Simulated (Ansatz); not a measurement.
**TiC in the rock salt structure (space group Fm-3m, No. 225)**

Space group Fm-3m (No. 225); a = 4.261 Å, b = 4.261 Å, c = 4.261 Å, α = 90.00°, β = 90.00°, γ = 90.00°

```json
[
 {"atom": "Ti", "site": "4a", "symmetry": "m-3m", "x": "0.0000", "y": "0.0000", "z": "0.0000"},
 {"atom": "C", "site": "4b", "symmetry": "m-3m", "x": "0.5000", "y": "0.5000", "z": "0.5000"}
]
```
(The calculation used a cell of 2 atoms; values per cell refer to that cell.)

Computed with LDA (Ansatz, a program for electronic structure, PAW, no SOC). Γ-centred 19×19×19 mesh, Fermi–Dirac width 0.05 eV.

The volume per atom is 9.67 Å³. The density is 5.14 g/cm³, the band gap is zero and the total energy is -1347.588 eV/atom (σ→0; compares only within this code and set-up).

Stability against distortions was not tested. The final runs are not spin-polarised.
